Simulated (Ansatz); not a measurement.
The parent structure is BeTe in the zinc blende structure (space group F-43m, No. 216; a = 5.605 Å). Axes: x, y, z lie along the cube axes.

Method: DFT with PBEsol, PAW potentials and a 420 eV plane-wave cutoff in Ansatz (a quantum-chemistry and plane-wave program), no spin-orbit coupling, earlier PAW set.

Strains are applied to the cell and any free atomic positions relax; under stress the whole cell relaxes.

One change was made to it. Results:

| quantity | base | after |
|---|---|---|
| band gap | 1.84 eV | 1.58 eV |
| energy relative to the base (free energy F) | 0 meV/atom | +5.4 meV/atom |
| smallest direct gap | 3.61 eV | 3.23 eV |

Q: Which of these changes matches the shifts?
A) uniaxial stress, 8 GPa compression along x
B) tensor shear ε_yz = −1.97 %
C) isotropic strain +2.63 %

A: B, tensor shear ε_yz = −1.97 %. For comparison, the band gap in the other runs: isotropic strain +2.63 % gives 2.02 eV; uniaxial stress, 8 GPa compression along x gives 0.42 eV.

Spin-orbit coupling, missing from the scalar runs, can matter with Te. Stability under load was not tested beyond the relaxation.
